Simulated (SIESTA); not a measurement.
SIESTA run on BaYCo₄O₇ (P6_3mc, 26 atoms in the cell): self-consistent single point

Method of the run: GGA PBEsol, numerical atomic orbitals DZP, PseudoDojo PBEsol standard norm-conserving potentials (rewritten from UPF to PSML) (SIESTA 5.4.2).

The input file:

```
# files in the folder: O.psml Co.psml Y.psml Ba.psml (PseudoDojo PBEsol standard)
SystemName  BaYCo4O7
SystemLabel BaYCo4O7

NumberOfAtoms                26
NumberOfSpecies              4
%block ChemicalSpeciesLabel
  1 8 O
  2 27 Co
  3 39 Y
  4 56 Ba
%endblock ChemicalSpeciesLabel
LatticeConstant              1.0 Ang
%block LatticeVectors
     6.405820000    0.000000000    0.000000000
    -3.202910000    5.547603000    0.000000000
     0.000000000    0.000000000   10.457025000
%endblock LatticeVectors
AtomicCoordinatesFormat      Bohr
%block AtomicCoordinatesAndAtomicSpecies
    -3.087442840    8.771502881    9.914050217  1
     2.965179862    1.711947437    0.033593553  1
     0.000000000    3.423894874    9.914050217  1
     9.140065542    1.711947437    0.033593553  1
     3.087442840    8.771502881    9.914050217  1
     6.052622702    7.059555444    0.033593553  1
     0.000000000    0.000000000    5.007415437  1
     0.000000000    0.000000000   14.887872102  1
    -2.947445677    8.690675479   13.575747457  2
     3.105177025    1.792774839    3.695290792  2
     0.000000000    3.585549678   13.575747457  2
     9.000068379    1.792774839    3.695290792  2
     2.947445677    8.690675479   13.575747457  2
     6.052622702    6.897900640    3.695290792  2
     6.052628754    3.494479945   17.258193655  3
    -0.000006053    6.988970373    7.377736991  3
     6.052628754    3.494479945    9.880456664  4
    -0.000006053    6.988970373    0.000000000  4
     0.000000000    0.000000000    8.698754047  2
     0.000000000    0.000000000   18.579210711  2
     2.953679878    5.283658960   14.909609106  1
     9.006302580    5.199791358    5.029152442  1
    -0.000000000   10.399582716   14.909609106  1
     3.098942823    5.199791358    5.029152442  1
    -2.953679878    5.283658960   14.909609106  1
     6.052622702    0.083867603    5.029152442  1
%endblock AtomicCoordinatesAndAtomicSpecies

XC.functional                GGA
XC.authors                   PBEsol
PAO.BasisSize                DZP
PAO.EnergyShift              0.005 Ry
MeshCutoff                   350 Ry
%block kgrid.MonkhorstPack
    4   0   0  0.0
    0   4   0  0.0
    0   0   2  0.0
%endblock kgrid.MonkhorstPack
OccupationFunction           FD
ElectronicTemperature        0.136 eV
Spin                         polarized
%block DM.InitSpin
  1 +0.00
  2 +0.00
  3 +0.00
  4 +0.00
  5 +0.00
  6 +0.00
  7 +0.00
  8 +0.00
  9 +3.00
  10 +3.00
  11 +3.00
  12 +3.00
  13 +3.00
  14 +3.00
  15 +0.00
  16 +0.00
  17 +0.00
  18 +0.00
  19 +3.00
  20 +3.00
  21 +0.00
  22 +0.00
  23 +0.00
  24 +0.00
  25 +0.00
  26 +0.00
%endblock DM.InitSpin

MaxSCFIterations             150
SCF.Mixer.Method             Pulay
SCF.Mixer.Weight             0.1
SCF.Mixer.History            6
SCF.DM.Tolerance             1.0E-05
Diag.ParallelOverK           true
WriteForces                  true
Charge.Mulliken              end
```

The program printed (abridged):

```
reinit: Reading from file input.fdf

reinit: System Name: BaYCo4O7
reinit: System Label: BaYCo4O7

NOTE on units for spin output:
{S} is the spin magnetic moment, in units of the Bohr magneton,
assuming a g-factor for the electron spin of exactly 2.
The spin magnetic moment is then numerically equal to the charge inbalance,
in units of electrons, between the spin-up and -down channels.

coor:   Atomic-coordinates input format  =     Cartesian coordinates
coor:                                            (in Bohr units)

siesta: Atomic coordinates (Bohr) and species
siesta:     -3.08744   8.77150   9.91405  1        1
siesta:      2.96518   1.71195   0.03359  1        2
siesta:      0.00000   3.42389   9.91405  1        3
siesta:      9.14007   1.71195   0.03359  1        4
siesta:      3.08744   8.77150   9.91405  1        5
siesta:      6.05262   7.05956   0.03359  1        6
   [... 15 lines left out ...]
siesta:      9.00630   5.19979   5.02915  1       22
siesta:     -0.00000  10.39958  14.90961  1       23
siesta:      3.09894   5.19979   5.02915  1       24
siesta:     -2.95368   5.28366  14.90961  1       25
siesta:      6.05262   0.08387   5.02915  1       26

siesta: System type = bulk

initatomlists: Number of atoms, orbitals, and projectors:     26   390   398

siesta: ******************** Simulation parameters ****************************
redata: Spin configuration                          = collinear
redata: Time-Reversal Symmetry                      = T
redata: Number of Atomic Species                    =        4
redata: Mesh Cutoff                                 =   350.0000 Ry
redata: Net charge of the system                    =     0.0000 |e|
redata: Min. number of SCF Iter                     =        0
redata: Max. number of SCF Iter                     =      150
redata: SCF convergence failure will abort job
redata: SCF mix quantity                            = Hamiltonian
   [... lines left out ...]
diag: Orthogonalization factor                      =  0.100E-05
diag: Memory factor                                 =  1.0000

superc: Internal auxiliary supercell:     5 x     5 x     3  =      75
superc: Number of atoms, orbitals, and projectors:   1950  29250  29850

                        Single-point calculation

superc: Internal auxiliary supercell:     5 x     5 x     3  =      75
superc: Number of atoms, orbitals, and projectors:   1950  29250  29850

outcell: Unit cell vectors (Ang):
        6.405820    0.000000    0.000000
       -3.202910    5.547603    0.000000
        0.000000    0.000000   10.457025

outcell: Cell vector modules (Ang)   :    6.405820    6.405820   10.457025
outcell: Cell angles (23,13,12) (deg):     90.0000     90.0000    120.0000
outcell: Cell volume (Ang**3)        :    371.6107
new_DM -- step:     1
Initializing Density Matrix...

Attempting to read DM from file... Failed...
initDM: WARNING: atom 17 has a closed-shell and cannot be polarized
initDM: WARNING: atom 18 has a closed-shell and cannot be polarized
DM filled with atomic data (user-defined):

InitMesh: MESH = 64 x 64 x 120 = 491520
InitMesh: Mesh cutoff (required, used) =   350.000   363.955 Ry

stepf: Fermi-Dirac step function
        iscf     Eharris(eV)        E_KS(eV)     FreeEng(eV)     dDmax    Ef(eV) dHmax(eV)
   scf:    1   -42916.398157   -43171.994707   -43173.417691  0.703565 -2.775511 24.654088
     spin moment: {S} , |S| = {        0.0        0.0   27.41363 }    27.41363
   scf:    2   -43313.423094   -43257.576521   -43258.966294  0.273752 -4.104552 12.115277
     spin moment: {S} , |S| = {        0.0        0.0   26.05220 }    26.05220
   scf:    3   -43168.797969   -43248.809383   -43249.834266  0.493895 -5.083513 30.040390
     spin moment: {S} , |S| = {        0.0        0.0   25.75881 }    25.75881
   scf:    4   -43301.247370   -43288.114517   -43289.312777  0.355033 -5.221413  5.033513
     spin moment: {S} , |S| = {        0.0        0.0   25.85482 }    25.85482
   scf:    5   -43278.050250   -43287.044346   -43288.220382  0.182085 -5.265709  8.485138
     spin moment: {S} , |S| = {        0.0        0.0   25.72457 }    25.72457
   scf:    6   -43281.856857   -43288.595281   -43289.755459  0.177232 -5.124336  5.241816
   [... lines left out ...]
   scf:   42   -43290.325795   -43290.325606   -43291.407331  0.000110 -5.036777  0.001653
     spin moment: {S} , |S| = {        0.0        0.0   25.79868 }    25.79868
   scf:   43   -43290.325719   -43290.325662   -43291.407331  0.000038 -5.036778  0.001043
     spin moment: {S} , |S| = {        0.0        0.0   25.79874 }    25.79874
   scf:   44   -43290.325794   -43290.325728   -43291.407331  0.000050 -5.036748  0.001000
     spin moment: {S} , |S| = {        0.0        0.0   25.79881 }    25.79881
   scf:   45   -43290.325864   -43290.325796   -43291.407331  0.000051 -5.036727  0.000523
     spin moment: {S} , |S| = {        0.0        0.0   25.79889 }    25.79889
   scf:   46   -43290.325841   -43290.325818   -43291.407331  0.000016 -5.036709  0.000405
     spin moment: {S} , |S| = {        0.0        0.0   25.79891 }    25.79891
   scf:   47   -43290.325826   -43290.325822   -43291.407331  0.000009 -5.036701  0.000621
     spin moment: {S} , |S| = {        0.0        0.0   25.79891 }    25.79891
SCF Convergence by DM+H criterion
max |DM_out - DM_in|         :     0.0000086349
max |H_out - H_in|      (eV) :     0.0006213144
SCF cycle converged after 47 iterations

Using DM_out to compute the final energy and forces

siesta: E_KS(eV) =           -43290.3258

siesta: E_KS - E_eggbox =    -43290.3258

siesta: Atomic forces (eV/Ang):
     1    0.114914   -0.066345    0.141649
     2    0.114977    0.066305    0.141399
     3   -0.000067    0.132754    0.141674
   [... 23 lines left out ...]
   Tot   -0.000000   -0.000000   -0.032149
   Max    0.472813
   Res    0.129294    sqrt( Sum f_i^2 / 3N )
   Max    0.472813    constrained

Stress tensor Voigt[x,y,z,yz,xz,xy] (kbar):       83.83       83.98       80.41       -0.00       -0.00        0.13
(Free)E + p*V (eV/cell)   -43310.5984
Target enthalpy (eV/cell)   -43291.4073

siesta: Program's energy decomposition (eV):
siesta: Ebs     =     -7360.441294
siesta: Eions   =     55826.923428
siesta: Ena     =      5537.270796
siesta: Ekin    =     19994.572924
siesta: Enl     =     -4735.658062
siesta: Eso     =         0.000000
siesta: Edftu   =         0.000000
siesta: DEna    =       132.254407
siesta: DUscf   =        10.582799
siesta: DUext   =         0.000000
siesta: Ex      =     -7919.392545
siesta: Ec      =      -483.032712
siesta: Exc     =     -8402.425257
siesta: Eharris =    -43290.325826
siesta: Etot    =    -43290.325822
siesta: FreeEng =    -43291.407331

siesta: Atomic forces (eV/Ang):
siesta:      1    0.114914   -0.066345    0.141649
siesta:      2    0.114977    0.066305    0.141399
siesta:      3   -0.000067    0.132754    0.141674
siesta:      4   -0.114889    0.066331    0.141377
siesta:      5   -0.115002   -0.066319    0.141674
siesta:      6    0.000066   -0.132725    0.141399
   [... 16 lines left out ...]
siesta:     23    0.000025   -0.074243   -0.241139
siesta:     24    0.064058   -0.036984   -0.241059
siesta:     25    0.064309    0.037100   -0.241139
siesta:     26   -0.000022    0.074166   -0.241016
siesta: ----------------------------------------
siesta:    Tot   -0.000000   -0.000000   -0.032149

   [... lines left out ...]
siesta: Cell volume =        371.610735 Ang**3
siesta:         -82.74115918        -80.65178316  kBar
   [... lines left out ...]
              0.078

mulliken: Qtot =      118.101

Mulliken Atomic Populations:
Atom #   charge [q] valence [e]      Sz [e]  Species
     1    -0.704272    6.704272    0.309042  O
     2    -0.704281    6.704281    0.309039  O
     3    -0.704281    6.704281    0.309040  O
     4    -0.704273    6.704273    0.309042  O
     5    -0.704281    6.704281    0.309040  O
     6    -0.704281    6.704281    0.309039  O
     7    -0.713334    6.713334    0.420689  O
     8    -0.713333    6.713333    0.420689  O
     9     0.632427   16.367573    2.653996  Co
    10     0.632392   16.367608    2.653973  Co
    11     0.632419   16.367581    2.653998  Co
    12     0.632402   16.367598    2.653972  Co
    13     0.632419   16.367581    2.653998  Co
    14     0.632393   16.367607    2.653973  Co
    15     0.866388   10.133612    0.040805  Y
    16     0.866388   10.133612    0.040805  Y
    17     1.509400    8.490600   -0.059987  Ba
    18     1.509400    8.490600   -0.059987  Ba
    19     0.681564   16.318436    2.693768  Co
    20     0.681568   16.318432    2.693772  Co
    21    -0.709479    6.709479    0.305033  O
    22    -0.709467    6.709467    0.305034  O
    23    -0.709466    6.709466    0.305035  O
    24    -0.709480    6.709480    0.305033  O
    25    -0.709466    6.709466    0.305035  O
    26    -0.709467    6.709467    0.305034  O
 Total     0.000000               25.798909
```

The run converged in 47 iterations.

The starting cell comes from a database of published, mostly measured structures (it also holds non-ambient and calculated ones), without a prior relaxation at this level. Its lattice was rescaled by a random factor within 2.5 % of one. The magnetic order is the one reached from the typed start; others were not searched systematically. Values carry the incompleteness of an atom-centred basis. With a pressure of about -8 GPa the cell is away from its equilibrium volume at this level.

Cost on one core of a shared machine: roughly 40 min.
